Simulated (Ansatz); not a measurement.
Cost and result by functional for the adsorption energy of NH3 on the 1x1 (0001) surface of corundum (cut with top plane Al), one in a 1x1 cell, started at the site 'top Al', in Ansatz (plane waves, PAW). Single points on the PBE structure, on one kind of machine; costs are rough ratios of the slab run's core time (references not counted) to the cheapest single point. r2SCAN's cost holds its higher cutoff (500 against 420 eV). Differences are taken against HSE06 for comparison alone: no measured value is at hand, so the table doesn't rank accuracy. HSE06 ran on a coarser k-mesh, which lowers its cost and may carry part of its shift.

Host crystal: corundum, with a band gap (PBE, scalar-relativistic without spin-orbit coupling).

Slab: 24 atoms, 6.7 Å thick at the start under the adsorbate (thin: gaps and levels are the slab's own); k 6x6x1, smearing 0.01 eV, dipole-corrected; 9 atoms held, the rest relaxed; held to the start's symmetry, so lower structures may exist; no spin, no spin-orbit, no U, no dispersion correction. At the end it is bonded to Al. In PBE this state lies 0.08 eV over the lowest of the starts that converged ('bridge O-O (span 2.6 Å)'). These notes are the PBE run's. Adsorption energies are against NH3(g). A negative adsorption energy means that the adsorbate is more stable on the surface than in its reference.

```csv
functional,relative cost,adsorption energy (eV),less HSE06 (eV)
RPBE,1,-0.74,0.24
r2SCAN,2,-1.10,-0.13
HSE06,10,-0.97,0.00
PBE (the relaxed run's value),–,-0.92,0.05
```

The values span 0.36 eV, while the single points' costs differ by a factor of roughly 10. Differences are of unrounded values.

Ansatz is an electronic-structure program.
